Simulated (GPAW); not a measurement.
A self-consistent single point of a sheet of SnSe2 (3 atoms in the cell) with GPAW.

Method: vdW-DF, GPAW PAW datasets revPBE (gpaw-data 1.0.1) (plane waves; GPAW).

```
CELL_PARAMETERS angstrom
      3.85745     0.00000     0.00000
     -1.92873     3.34065     0.00000
      0.00000     0.00000    17.09974
ATOMIC_POSITIONS crystal
  Sn 0.00000 0.00000 0.50000
  Se 0.33333 0.66667 0.59064
  Se 0.66667 0.33333 0.40936
```

Reference input (self-consistent single point, DFT PBE, plane waves, GPAW PAW datasets PBE (gpaw-data 1.0.1)): mode = pw; ecut = 600 eV; xc = PBE; kpts = 7 7 1; mesh shift (steps) = 0 0 0; occupations.name = fermi-dirac; occupations.width = 0.1 eV; nbands = -9; convergence.density = 1e-05 e/electron; convergence.energy = 1e-05 eV/electron; symmetry.symmorphic = false; symmetry.tolerance = 0.0005. This run's input differs from it in these lines:

```diff
@@ -14,7 +14,7 @@
 calc = GPAW(mode=PW(600),
-            xc='PBE',
+            xc={'name': 'vdW-DF', 'backend': 'libvdwxc'},
             kpts=(7, 7, 1),
             occupations=FermiDirac(0.1),
-            nbands=-9,
-            convergence={'density': 1e-05, 'energy': 1e-05},
+            nbands=-6,
+            convergence={'density': 1e-05, 'energy': 1e-05, 'bands': -4},
             symmetry={'symmorphic': False, 'tolerance': 0.0005},
```

Its files differ too (potentials: GPAW PAW datasets revPBE (gpaw-data 1.0.1)).

Output (repeated stretches shortened):

```
     iter     time        total  log10-change:
                         energy   eigst   dens
iter:   1 --:--:--  -141.831585   +0.28
iter:   2 --:--:--  -141.776601   -0.79  -1.16
iter:   3 --:--:--  -141.580984   -1.33  -1.20
iter:   4 --:--:--  -141.621631   -1.75  -1.48
iter:   5 --:--:--  -141.606665   -2.00  -1.63
iter:   6 --:--:--  -141.605250   -2.70  -1.98
iter:   7 --:--:--  -141.599511   -3.18  -2.17
iter:   8 --:--:--  -141.599500   -4.05  -2.85
iter:   9 --:--:--  -141.599404c  -4.76  -2.97
iter:  10 --:--:--  -141.599459c  -4.66  -3.05
iter:  11 --:--:--  -141.599426c  -5.53  -3.55
iter:  12 --:--:--  -141.599435c  -6.08  -3.67
iter:  13 --:--:--  -141.599436c  -6.32  -3.73
iter:  14 --:--:--  -141.599436c  -6.52  -3.63
iter:  15 --:--:--  -141.599429c  -7.02  -3.70
iter:  16 --:--:--  -141.599440c  -6.66  -3.73
iter:  17 --:--:--  -141.599433c  -5.79  -3.70
iter:  18 --:--:--  -141.599432c  -6.84  -3.89
iter:  19 --:--:--  -141.599433c  -7.52c -4.18
iter:  20 --:--:--  -141.599432c  -7.26  -4.22
iter:  21 --:--:--  -141.599432c  -8.12c -4.70
iter:  22 --:--:--  -141.599432c  -9.02c -4.92
iter:  23 --:--:--  -141.599432c  -9.30c -5.04c
Converged after 23 iterations.

Dipole moment: (-0.000000, 0.000000, -0.000000) |e|*Ang

Energy contributions relative to reference atoms: (reference = -300233.338785)

Kinetic:        +36.637378
Potential:      -33.642088
External:        +0.000000
XC:            -144.269192
Entropy (-ST):   -0.002051
Local:           -0.324505
SIC:             +0.000000
--------------------------
Free energy:   -141.600458
Extrapolated:  -141.599432

Non-local vdW-DF correlation energy: 2.963840
Semilocal GGA_X_PBE_R+LDA_C_PW energy: -221.875242
(Not including atomic contributions)
Showing only first 2 kpts
 Kpt  Band  Eigenvalues  Occupancy
  0    11     -2.47571    1.99739
  0    12     -2.47571    1.99739
  0    13     -0.77375    0.00006
  0    14      0.87050    0.00000

  1    11     -3.16552    2.00000
  1    12     -2.36748    1.99233
   [... lines left out ...]
Fermi level: -1.81157
Gap: 1.063 eV
   [... lines left out ...]
Direct gap: 1.322 eV
Transition at: (s=0, k=5, n=12, [0.43, 0.00, 0.00])
Energy (eV): -141.599432

Forces in eV/Ang:
  0 Sn   -0.00000    0.00000    0.00000
  1 Se    0.00000    0.00000    0.88427
  2 Se    0.00000   -0.00000   -0.88427

Stress tensor:
    -0.011183    -0.000000     0.000000
    -0.000000    -0.011183    -0.000000
     0.000000    -0.000000    -0.012499
Stress (GPa, Voigt): [-1.7917 -1.7917 -2.0025 -0.      0.     -0.    ]
```

The run converged in 23 iterations. GPAW prints stress with tension positive. Against the reference run the largest force goes from 0.434 to 0.884 eV/Å.

The starting cell was generated: these elements placed on a structure prototype, without a prior relaxation; it need not be a known phase or ordering of this composition. Its lattice was rescaled in the plane by a random factor within 2.5 % of one.

Cost on one core of a shared machine: roughly 80 s.
